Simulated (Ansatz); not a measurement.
Input and output of a self-consistent single point for MgTl (P4mm, 2 atoms in the cell) (Ansatz, a quantum-chemistry and plane-wave program).

Method of the run: LDA (PW92), default PAW files made with PBE (plane waves; Ansatz).

```yaml
crystal:
  lattice:
    - [3.61961, 0.00000, 0.00000]
    - [0.00000, 3.61961, 0.00000]
    - [0.00000, 0.00000, 3.61961]
  atoms:
    - { symbol: Mg, position: [0.00000, 0.00000, 0.01381] }
    - { symbol: Tl, position: [0.50000, 0.50000, 0.50000] }
```

Reference input (self-consistent single point, DFT, LDA (PW92), plane waves, default PAW files made with PBE): basis.ecutwfc = 420 eV; kpoints.mp_grid.grid = 9 9 9; hamiltonian.xc = lda; hamiltonian.pseudopotentials = {kind: paw} (the program's default PAW files); scf.occupations.method = gaussian; scf.occupations.width = 0.1 eV. This run's input differs from it in these lines:

Ansatz 0.2 input:
```diff
@@ -12,3 +12,3 @@
 kpoints:
-  mp_grid: { grid: [9, 9, 9] }
+  mp_grid: { grid: [15, 15, 15] }
 hamiltonian:
@@ -17,3 +17,3 @@
 scf:
-  occupations: { method: gaussian, width: 0.1 }
+  occupations: { method: cold, width: 0.02 }
 output:
```

Log, with long lists cut:

```
SCF iter   1: F=—  HF=-13048.409300 eV  |F-HF|=—  |Δ(HF+E_count)|=         —  Δρ=6.18e-3  dr2=1.30e-2  ethr=1.77e-3  ⟨swp⟩=6.1  Hψ=23515  notcnv=0
all-band conjugate gradients solve this SCF's bands
preconditioner: auto → none
SCF iter   2: F=—  HF=-13048.400579 eV  |F-HF|=—  |Δ(HF+E_count)|=   8.72e-3  S|Δr|=    0.00e0  Δρ=1.58e-3  dr2=7.32e-4  ethr=5.63e-5  ⟨swp⟩=2.1  Hψ=11392  notcnv=0  defer=153
SCF iter   3: F=—  HF=-13048.400269 eV  |F-HF|=—  |Δ(HF+E_count)|=   3.10e-4  S|Δr|=    0.00e0  Δρ=2.52e-4  dr2=4.35e-5  ethr=3.18e-6  ⟨swp⟩=2.0  Hψ=8874  notcnv=0  defer=153
SCF iter   4: F=—  HF=-13048.400262 eV  |F-HF|=—  |Δ(HF+E_count)|=   7.05e-6  S|Δr|=    0.00e0  Δρ=1.18e-4  dr2=4.98e-6  ethr=1.89e-7  ⟨swp⟩=2.0  Hψ=6569  notcnv=0  defer=153
SCF iter   5: F=—  HF=-13048.400263 eV  |F-HF|=—  |Δ(HF+E_count)|=   8.91e-7  S|Δr|=    0.00e0  Δρ=1.22e-5  dr2=1.17e-7  ethr=2.16e-8  ⟨swp⟩=1.0  Hψ=4455  notcnv=0  defer=153
SCF iter   6: F=-13048.400263 eV  HF=-13048.400263 eV  |F-HF|=8.00e-9  |Δ(HF+E_count)|=   5.07e-8  S|Δr|=    0.00e0  Δρ=3.96e-6  dr2=1.07e-8  ethr=4.35e-10  ⟨swp⟩=6.0  Hψ=16463  notcnv=0
SCF 1 converged in 6 iterations: F = -13048.400263 eV  dr2 = 1.07e-8
Stability not checked (fill_not_monotonic)
Free energy (F): -13048.400263 eV
Internal energy: -13048.400148 eV  (E = F + TS)
E sigma→0 (E₀):  -13048.400225 eV
Entropy (-TS):   -0.000115 eV (-0.057 meV/atom)
Fermi energy:    9.208250 eV
--- Forces (eV/Å), atoms counted from 1 ---
  atom   1  Mg     0.00000000     0.00000000    -0.07755608
  atom   2  Tl    -0.00000000     0.00000000     0.07755700
--- Stress (GPa, compression-positive) ---
       -1.856512       0.000000      -0.000000
        0.000000      -1.856512       0.000000
        0.000000       0.000000      -1.892902
  P = ⅓ Tr σ = -1.8686 GPa (-18.686 kbar)
  The stress holds the Pulay correction. Without it, at fixed plane waves, as pw.x and ABINIT print it: P = -1.8943 GPa
```

The run converged in 6 iterations. Against the reference run the free energy goes up by 4.2 meV/atom, the pressure hardly changes (-1.95 to -1.87 GPa) and the largest force moves little (0.077 to 0.078 eV/Å).

The starting cell comes from a database of computed structures (which also holds hypothetical and non-ambient phases and stackings), without a prior relaxation at this level. Its lattice was rescaled by up to half a per cent. One atom was moved a little off its site on purpose. Ansatz's pressure includes its estimate of the finite-basis (Pulay) stress.
